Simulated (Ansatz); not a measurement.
System: B20 (FeSi-type) CoSi. Method: r²SCAN+rVV10 (plane waves, PAW; Ansatz, a first-principles code).

Numerical settings: plane-wave cutoff 560 eV, 12×12×12 k mesh, Fermi–Dirac smearing 0.05 eV, no spin polarisation, scalar-relativistic PAW data made under PBE.

Energies at three volumes about the minimum:

```
V (Å³/atom)  E − E_lowest (meV/atom)
-----------  -----------------------
10.259                          3.40
10.468                          0.00
10.678                          3.15
```

Question: Fit a parabola by hand: where is the minimum, what lattice constant follows, and what is the bulk modulus?

Answer: Slopes: (0.00 − 3.40)/(10.468 − 10.259) = -16.268 and (3.15 − 0.00)/(10.678 − 10.468) = 15.000 meV/Å³. Curvature E″ = 2 × (15.000 − (-16.268))/(10.678 − 10.259) = 149.251 meV/Å⁶. From the middle of the first interval, the slope vanishes at V0 = 10.3635 − (-16.268)/149.251 = 10.472 Å³/atom. B = V0 E″ = 10.472 × 149.251 meV/Å³ × 0.1602 GPa per meV/Å³ = 250 GPa. With 8 atoms in the cube, a = (8 × 10.472)^(1/3) = 4.376 Å. The full Birch–Murnaghan fit to all volumes gives V0 = 10.468 Å³/atom and B0 = 250 GPa.

Shape and atoms are relaxed at each volume.

Measured, for comparison: bulk modulus 207 GPa (temperature not stated, no zero-point or thermal correction; as tabulated in Electronic Structure of B20 (FeSi-Type) Transition-Metal Monosilicides …); lattice constant a 4.444 Å (temperature not stated, no zero-point or thermal correction; as tabulated in Wikipedia's data pages). Computed (rounded) less measured: bulk modulus +21 %.

Note: the bulk modulus comes from volumes at which shape and atoms were relaxed.
